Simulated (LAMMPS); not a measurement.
MD of InP (zinc blende) at zero pressure, 216 atoms, as a crystal; each row is its own run.

Method: MD with a machine-learned potential, pair style snap, file InP_JCPA2020.snap (LAMMPS).

```csv
T (K),volume (Å³/atom)
200,24.934
300,25.004
610,25.143
810,25.240
1010,25.324
1620,25.701
```

Q: Fit a straight line, y = a + b x, to these rows (x is the first column, y the second) and predict the run at x = 1220.

A: Least squares gives a = 24.825 and b = 0.0005263. At x = 1220 the fit predicts 25.467 Å³/atom. The run itself gave 25.437 ± 0.010 Å³/atom, so the fit is 0.12 % high.

Caution (rows 610; 810; 1010; 1220; 1620): a run this short can hold a crystal over, or a liquid under, the potential's own melting point, which these runs don't give.
